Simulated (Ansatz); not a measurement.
Sensitivity of a calculation on Si16Mg5Pd10 (P1, 31 atoms in the cell) to its settings

```xyz
31
Lattice="0.0000 6.2941 6.2941 6.2941 0.0000 6.2941 6.2941 6.2941 0.0000" Properties=species:S:1:pos:R:3 pbc="T T T"
Si     7.1768     7.1816     7.1501
Si     7.1858     5.4128     5.4113
Si     5.3625     5.4486     7.2098
Si     5.3923     7.1911     5.4226
Mg     4.4402     4.4310     4.4136
Mg     4.4195     8.1870     8.1661
Mg     8.1561     8.1691     4.4821
Mg     8.1223     4.4216     8.1509
Si     8.6437     8.6501    11.9873
Si     8.6153    10.2550     6.8436
Si    10.3106    10.2419    12.0124
Si    10.2915     8.5840     6.8661
Si    12.0102     8.6028     8.6343
Si     6.8576     8.6074    10.2746
Si    12.0091    10.2720    10.2641
Si     6.8616    10.3005     8.5756
Si     8.6257     6.8564    10.2377
Si     8.6114    12.0119     8.6232
Si    10.2302     6.8562     8.6011
Si    10.2780    12.0299    10.2865
Mg    -0.0080     0.0166    -0.0236
Pd     1.6351     1.6461     1.6357
Pd     1.6608     4.6377     4.6848
Pd     4.6544     4.6648     1.6377
Pd     4.6848     1.6467     4.6628
Pd     3.2790     6.2928     6.3238
Pd     6.2611     9.3538     6.3080
Pd     9.3156     6.2903     6.2715
Pd     6.3000     3.2302     6.3098
Pd     6.2932     6.2108     9.3361
Pd     6.3212     6.2968     3.2379
```

Base run A: LDA (PW92), default PAW files made with PBE in Ansatz (a program for electronic structure), self-consistent single point.

Its settings: basis.ecutwfc = 30.9 Ry; kpoints.mp_grid.grid = 3 3 3; hamiltonian.xc = lda; hamiltonian.pseudopotentials = {kind: paw} (the program's default PAW files); scf.occupations.method = cold; scf.occupations.width = 0.02 Ry.

The starting cell comes from a database of published, mostly measured structures (it also holds non-ambient and calculated ones), without a prior relaxation at this level. Its atoms were displaced at random from the sites of space group no. 216. Spin polarisation is off. In the base run, with a pressure of about -5 GPa the cell is away from its equilibrium volume at this level. In the base run, forces exceed 1 eV/Å. Ansatz's pressure includes its estimate of the finite-basis (Pulay) stress.

ΔF is the free energy per atom less that of run A. 

Run A gave: pressure (GPa) -4.60; largest force (eV/Å) 1.030.

Runs:
- B: crystal.symmetry.detect: default → false
- C: kpoints.mp_grid.shift: default → 0 0 0.5
- D: scf.convergence.dr2_threshold: default (1e-07 eV) → 0.1 eV
- E: scf.mixing.algorithm: default (the program chose MSR1) → msr1; scf.mixing.ndim: default → 2
- F: scf.eigensolver.kind: default (the program chose band_cg) → davidson
- G: scf.mixing.preconditioner: default (the program chose Kerker) → ldos

Question: What does run C change against A?

Answer: The free energy drops by 1.4 meV/atom, the pressure moves little (-4.60 to -4.56 GPa) and the largest force goes from 1.030 to 1.067 eV/Å.

| run | ΔF (meV/atom) | pressure (GPa) | largest force (eV/Å) |
|---|---|---|---|
| A | 0.00 | -4.60 | 1.030 |
| B | 0.00 | -4.60 | 1.030 |
| C | -1.37 | -4.56 | 1.067 |
| D | 0.53 | -4.56 | 1.037 |
| E | 0.00 | -4.60 | 1.030 |
| F | 0.00 | -4.60 | 1.030 |
| G | 0.00 | -4.60 | 1.030 |

Keys are those of Ansatz 0.2.
